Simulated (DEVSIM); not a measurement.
System: Schottky contact on p-type GaAs, at 400 K.

| layer (left to right) | material | thickness (μm) | Na (cm⁻³) | τn (s) | τp (s) |
|---|---|---|---|---|---|
| 1 | GaAs | 2.70 | 5.2e16 | 4.4e-9 | 4.4e-9 |

Left contact: Schottky, work function 4.874 eV, emission velocity 5.8e6 cm/s. Right contact: ohmic. Voltage is applied to the left contact. Recombination: SRH at mid-gap. Mobility is constant in doping.

The device is made up for the run: typed textbook-type constants, with dimensions and the other settings drawn at random. Values at 300 K; Nc and Nv go as T^1.5, mobilities as T to minus their exponent, the gap by Varshni's rule with the affinity fixed.

| parameter | GaAs |
|---|---|
| gap (eV) | 1.424 |
| affinity (eV) | 4.07 |
| permittivity | 12.9 |
| Nc (cm⁻³) | 4.7e17 |
| Nv (cm⁻³) | 9e18 |
| μn (cm²/Vs) | 8500 |
| μp (cm²/Vs) | 400 |
| T exponent of μn | 2.1 |
| T exponent of μp | 2.2 |
| Varshni α (eV/K) | 0.000541 |
| Varshni β (K) | 204 |

DEVSIM, 1D drift-diffusion, Boltzmann statistics, complete ionisation; no tunnelling, impact ionisation, image-force lowering or self-heating. Metal contacts follow the ideal Schottky-Mott rule: no Fermi-level pinning, no interface dipoles.

The temperature was swept, all else fixed.

```csv
temperature (K),potential step across the device at zero bias (V),dark forward voltage at 100 A/cm² (V),largest field in the device at zero bias (V/cm)
250,0.537,0.417,86000
300,0.487,0.344,82000
350,0.435,[?],76000
400,0.381,0.200,71000
450,0.326,0.133,64000
500,0.269,0.078,57000
```

Q: What belongs in the gaps?

A: 
- 350, dark forward voltage at 100 A/cm² (V): 0.274
